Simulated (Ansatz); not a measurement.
The parent structure is SiC (space group P6_3mc, No. 186; a = 3.079 Å, c = 15.107 Å). Axes: x lies along a and z along c of the hexagonal cell.

Method: PBEsol in Ansatz (plane waves to 420 eV, PAW, no spin-orbit coupling).

Perturbation: the cell is compressed by 3.03 % along z with no lateral relaxation; the atoms relax in the strained cell.

### Question
Predict the stress tensor and what it implies for the stiffness.

### Answer
Stress of the strained cell less that of the base (GPa, compression positive):
```
   2.14    0.00    0.00
   0.00    2.14    0.00
   0.00    0.00   17.53
```

Then −Δσ_ii/ε with ε = -0.0303 gives secant stiffness values (nonlinear terms included at this strain): C33 ≈ 578 GPa, C13 ≈ 71 GPa and C23 ≈ 71 GPa.

As a check, the harmonic strain energy −½ V₀ Δσ:ε is 17 meV/atom; the computed energy rise is 17 meV/atom.

Stability against distortions was not tested.

Ansatz is a first-principles code.
